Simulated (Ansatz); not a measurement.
```yaml
crystal:
  lattice:
    - [14.00000, 0.00000, 0.00000]
    - [0.00000, 14.00000, 0.00000]
    - [0.00000, 0.00000, 2.59142]
  atoms:
    - { symbol: C, position: [0.60029, 0.50107, 0.00000] }
    - { symbol: C, position: [0.55107, 0.58635, 0.00000] }
    - { symbol: C, position: [0.49893, 0.60029, 0.50000] }
    - { symbol: C, position: [0.41365, 0.55107, 0.50000] }
    - { symbol: C, position: [0.39971, 0.49893, 0.00000] }
    - { symbol: C, position: [0.44893, 0.41365, 0.00000] }
    - { symbol: C, position: [0.50107, 0.39971, 0.50000] }
    - { symbol: C, position: [0.58635, 0.44893, 0.50000] }
```

Calculation: PBE (plane waves to 420 eV, PAW; Ansatz, an electronic-structure program). Mesh 1×1×122. No spin polarisation. Periodic along z alone, with about 11 Å of vacuum beside it. A hypothetical model. Only distortions within the start's symmetry and period were free.

Question: Tabulate the two highest filled and two lowest empty levels along the axis, from the valence top.

Answer: 
```tsv
k (2π/c)	v2 (eV)	v1 (eV)	c1 (eV)	c2 (eV)
0.000	-2.50	-0.28	0.86	1.92
0.042	-2.62	-0.23	0.89	1.94
0.083	-2.96	-0.10	0.95	1.99
0.125	-3.48	-0.01	1.05	2.06
0.167	-3.37	-0.02	1.19	2.16
0.208	-3.19	-0.18	1.36	2.28
0.250	-2.98	-0.48	1.56	2.14
0.292	-2.75	-0.90	1.70	1.70
0.333	-2.50	-1.42	1.25	1.25
0.375	-2.25	-2.01	0.82	0.82
0.417	-2.02	-2.02	0.44	0.44
0.458	-1.84	-1.84	0.17	0.17
0.500	-1.77	-1.77	0.07	0.07
```
